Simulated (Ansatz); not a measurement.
By PBEsol, the system below comes out a metal.

Without scattering a metal conducts by its projected Fermi surface.

Input:

```
TiSi2
1.0
    3.53021     0.00000     0.00000
    0.00000     3.56517     0.00000
    1.76510     0.00000     6.75928
Ti Si
2 4
Direct
  0.89688   0.75000   0.20624
  0.10312   0.25000   0.79376
  0.55825   0.75000   0.88350
  0.44175   0.25000   0.11650
  0.24969   0.75000   0.50062
  0.75031   0.25000   0.49938
```

Space group of this cell: Cmcm. The cell is taken as given; by PBEsol its mean pressure is -2.2 GPa.

The current flows along the normal of the first two printed cell vectors. No spin-orbit coupling; the value is a mean over 0.1 eV about the Fermi level.

Task: Give the ballistic conductance per area that PBEsol (Ansatz, a program for electronic structure) yields.

Result: 0.22 × 10¹⁵ S/m² for both spins.
